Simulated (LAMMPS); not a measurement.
Molecular dynamics of a symmetric tilt boundary about [001] in CdTe (zinc blende), boundary plane (310).

All values are model results, not measurements: classical MD, pair style sw, file CdTe.sw, run in LAMMPS.

Σ5, energy 0.36 J/m² at 0 K; heated in steps, 60 ps sampled at each, free outer surfaces; steps at which the grains lost their order are left out.

```csv
T (K),disordered width (Å),disordered share in the grains
675,4.8,0.00
945,5.2,0.01
1080,5.6,0.02
1215,…,0.06
1310,…,0.10
```

### Question
Complete the blanks.

### Answer

- 1310, disordered width (Å): 6.3
- 1215, disordered width (Å): 5.6
